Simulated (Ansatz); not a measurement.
Consider the following.

```yaml
crystal:
  lattice:
    - [0.00000, 2.12042, 2.09903]
    - [2.12042, 0.00000, 2.09903]
    - [2.12042, 2.12042, 0.00000]
  atoms:
    - { symbol: Mg, position: [0.00000, 0.00000, 0.00000] }
    - { symbol: O, position: [0.50000, 0.50000, 0.50000] }
```

Method: PBEsol, rigid bands (plane waves, PAW, scalar-relativistic; Ansatz, a first-principles code). Condition of this run: biaxial stress xx = yy = -2 GPa (compression positive) (the target of the relaxation). Geometry: cell and atoms relaxed with PBEsol, then loaded as said.

What conductivity effective mass do dilute holes have at 300 K?

2.3 (x), 2.3 (y), 2.2 (z) mₑ.

Predict the electron conductivity mass (n e² τ/σ) at 300 K, by direction if it differs.

0.35 (x), 0.35 (y), 0.35 (z) mₑ.

And the band gap?

4.53 eV at this level; semilocal functionals usually fall short of the measured gap.

Rigid bands, one relaxation time for all states, no polarons. Spin-orbit coupling is left out.
